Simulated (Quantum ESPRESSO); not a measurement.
A self-consistent single point of AlNi (Pm-3m, 2 atoms in the cell) with Quantum ESPRESSO.

Level of theory: LDA (PW92), PseudoDojo standard norm-conserving (LDA) pseudopotentials (plane waves; Quantum ESPRESSO 7.5).

```
CELL_PARAMETERS angstrom
      2.86686     0.00000     0.00000
      0.00000     2.86686     0.00000
      0.00000     0.00000     2.86686
ATOMIC_POSITIONS crystal
  Al 0.50000 0.50000 0.50000
  Ni 0.00000 0.00000 0.00000
```

Reference input (self-consistent single point, DFT, PBE, plane waves, PseudoDojo stringent norm-conserving (PBE) pseudopotentials): ecutwfc = 105 Ry; occupations = smearing; smearing = gaussian; degauss = 0.0099958 Ry; potentials = {Al: Al.upf, Ni: Ni.upf}; K_POINTS = automatic 11 11 11 0 0 0; conv_thr = 1e-11 Ry; mixing_beta = 0.7. This run's input differs from it in these lines:

```diff
@@ -12,3 +12,3 @@
   ntyp = 2,
-  ecutwfc = 105,
+  ecutwfc = 100,
   occupations = 'smearing',
```

Its files differ too (potentials: PseudoDojo standard norm-conserving (LDA)).

Log, with long lists cut:

```
     Self-consistent Calculation

     iteration #  1     ecut=   100.00 Ry     beta= 0.70

     Threshold (ethr) on eigenvalues was too large:
     Diagonalizing with lowered threshold

     total energy              =    -340.04563211 Ry
     estimated scf accuracy    <       0.19286527 Ry

     iteration #  2     ecut=   100.00 Ry     beta= 0.70

     total energy              =    -339.89077745 Ry
     estimated scf accuracy    <       2.04117038 Ry

     iteration #  3     ecut=   100.00 Ry     beta= 0.70

     total energy              =    -340.16266848 Ry
     estimated scf accuracy    <       0.00363713 Ry

   [... 8 blocks of this kind left out ...]

     iteration # 12     ecut=   100.00 Ry     beta= 0.70

     total energy              =    -340.16357439 Ry
     estimated scf accuracy    <          2.4E-11 Ry

     iteration # 13     ecut=   100.00 Ry     beta= 0.70
     End of self-consistent calculation

     the Fermi energy is    14.0703 ev

!    total energy              =    -340.16357439 Ry
     estimated scf accuracy    <          3.0E-12 Ry
     smearing contrib. (-TS)   =      -0.00070880 Ry
     internal energy E=F+TS    =    -340.16286559 Ry

     convergence has been achieved in  13 iterations

     Forces acting on atoms (cartesian axes, Ry/au):

     atom    1 type  1   force =     0.00000000    0.00000000    0.00000000
     atom    2 type  2   force =     0.00000000    0.00000000    0.00000000

     Total force =     0.000000     Total SCF correction =     0.000000

          total   stress  (Ry/bohr**3)                   (kbar)     P=      -65.14
  -0.00044284   0.00000000   0.00000000          -65.14        0.00        0.00
   0.00000000  -0.00044284   0.00000000            0.00      -65.14        0.00
   0.00000000   0.00000000  -0.00044284            0.00        0.00      -65.14

   JOB DONE.
```

The run converged in 13 iterations. Against the reference run the pressure goes from 4.65 to -6.51 GPa.

The starting cell comes from a database of computed structures (which also holds hypothetical and non-ambient phases and stackings), without a prior relaxation at this level. Its lattice was rescaled by a random factor within 2.5 % of one. Spin polarisation is off. With a pressure of about -7 GPa the cell is away from its equilibrium volume at this level.
